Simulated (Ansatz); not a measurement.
Take SiO₂ (space group P4_12_12, No. 92; a = 5.0845 Å, c = 7.1003 Å) as the base.

Structures relaxed with Kohn–Sham DFT with the PBE functional, run in Ansatz (a program for electronic structure) with PAW and 420 eV plane waves, scalar-relativistic without spin-orbit coupling.

Base:

Simulated powder pattern, Cu Kα, λ = 1.54184 Å (kinematic, ideal powder, no thermal factors, no anomalous dispersion; the 8 strongest lines at most, above 2 %, up to 2θ = 90°):

| 2θ (°) | I/Imax (%) | hkl |
|---|---|---|
| 21.50 | 100 | (101) |
| 27.81 | 7.6 | (111) |
| 30.72 | 9.4 | (102) |
| 35.30 | 14 | (200) |
| 35.54 | 5.6 | (112) |
| 45.91 | 5.3 | (113) |
| 47.48 | 5.7 | (212) |
| 55.76 | 5.6 | (301) |

After one change:

Simulated powder pattern, Cu Kα, λ = 1.54184 Å (kinematic, ideal powder, no thermal factors, no anomalous dispersion; the 8 strongest lines at most, above 2 %, up to 2θ = 90°):

```tsv
2θ (°)	I/Imax (%)
23.11	100
29.80	18
33.40	28
37.62	27
50.11	8.5
51.18	7.4
65.23	13
76.97	8.1
```

Which of these changes matches the shifts?
A) pressure 5 GPa
B) pressure −1 GPa
C) pressure 10 GPa
D) pressure −2 GPa

A, pressure 5 GPa. Its volume per atom is 12.35 Å³ against 15.30 Å³, and its space group is P4_12_12 (No. 92).

Load acts through the strain it causes; cell and atoms are relaxed under it. Stability against distortions was not tested. Competing high-pressure phases were not computed.
